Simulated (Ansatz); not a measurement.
# PBE against PBEsol: Mg2Si, isotropic strain −3.79 %

The reference is Mg2Si (space group Fm-3m, No. 225; a = 6.365 Å).

(Cell as relaxed with PBE.)

Levels (all Ansatz, a quantum-chemistry and plane-wave program, PAW): PBE (420 eV, spin-orbit coupling left out); PBEsol (420 eV, scalar-relativistic without spin-orbit coupling).

Each level relaxes its own structure.

| base | PBE | PBEsol |
|---|---|---|
| volume per atom | 21.49 Å³ | 21.10 Å³ |
| lattice parameter a | 6.365 Å | 6.326 Å |
| band gap | 0.22 eV | 0.12 eV |

Perturbation: the cell is scaled by 0.9621 in all directions; the atoms relax in the strained cell.

| quantity | PBE | PBEsol |
|---|---|---|
| pressure | 7.9 GPa | [?] |
| energy relative to the base (free energy F) | +53 meV/atom | [?] |

Task: Predict the PBEsol column.

Result: 
- pressure, PBEsol: 8.2 GPa
- energy relative to the base (free energy F), PBEsol: +53 meV/atom

PBE's pressure lies 0.3 GPa below PBEsol's; the two agree on the energy relative to the base. Neither level is exact; PBEsol is the comparison here, not a measurement.

Stability against distortions was not tested. All final runs are without spin polarisation. A zero or small gap of Mg2Si can be the functional's error rather than a property of the material.
